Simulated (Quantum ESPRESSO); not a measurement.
# Convergence test for SbSeO5 (P2_12_12_1, 28 atoms in the cell)

```
SbSeO5
1.0
    5.25913     0.00000     0.00000
    0.00000     9.28539     0.00000
    0.00000     0.00000     9.88781
Sb Se O
4 4 20
Direct
  0.62134   0.34032   0.59552
  0.87866   0.65968   0.09552
  0.12134   0.15968   0.40448
  0.37866   0.84032   0.90448
  0.89467   0.02347   0.71003
  0.60533   0.97653   0.21003
  0.39467   0.47653   0.28997
  0.10533   0.52347   0.78997
  0.31735   0.39441   0.74727
  0.18265   0.60559   0.24727
  0.81735   0.10559   0.25273
  0.68265   0.89441   0.75273
  0.22086   0.69350   0.75891
  0.27914   0.30650   0.25891
  0.72086   0.80650   0.24109
  0.77914   0.19350   0.74109
  0.83359   0.51589   0.69766
  0.66641   0.48411   0.19766
  0.33359   0.98411   0.30234
  0.16641   0.01589   0.80234
  0.95496   0.00424   0.53966
  0.54504   0.99576   0.03966
  0.45496   0.49576   0.46034
  0.04504   0.50424   0.96034
  0.41571   0.17882   0.52596
  0.08429   0.82118   0.02596
  0.91571   0.32118   0.47404
  0.58429   0.67882   0.97404
```

Method: PBEsol, GBRV 1.5 ultrasoft (PBESOL) pseudopotentials (plane waves; Quantum ESPRESSO).

The starting cell comes from a database of computed structures (which also holds hypothetical and non-ambient phases and stackings), without a prior relaxation at this level. The run gives no clean gap (levels at the Fermi energy touch, overlap or are partly filled at this smearing), which alone does not show that the compound is a metal. Without a gap this mesh is coarse (it stands for a supercell whose shortest vector is 16 Å).

Held fixed: ecutwfc = 40 Ry; occupations = smearing; smearing = gauss; degauss = 0.0147 Ry; potentials = {Sb: sb_pbesol_v1.4.uspp.F.UPF, Se: se_pbesol_v1.uspp.F.UPF, O: o_pbesol_v1.2.uspp.F.UPF}; K_POINTS = automatic 3 2 2 0 0 0; conv_thr = 1e-09 Ry.

ΔF is the free energy per atom less that of the last row (240 Ry).

```
ecutrho  ΔF (meV/atom)  pressure (GPa)  largest force (eV/Å)  iterations
-------  -------------  --------------  --------------------  ----------
80 Ry           -105.4            2.14                 0.516          14
120 Ry            -3.5           -2.57                 0.529          14
160 Ry            0.22           -2.80                 0.520          15
200 Ry            0.18           -2.78                 0.520          15
240 Ry            0.00           -2.81                 0.519          15
```

Pressure within 0.1 GPa of the last row: from ecutrho = 160 Ry on; the one before it is off by 0.24 GPa. The value it settles on is -2.81 GPa at this level of theory and with the other settings as held.

Energy within 0.5 meV/atom of the last row: from ecutrho = 160 Ry on; the one before it is off by 3.5 meV/atom.
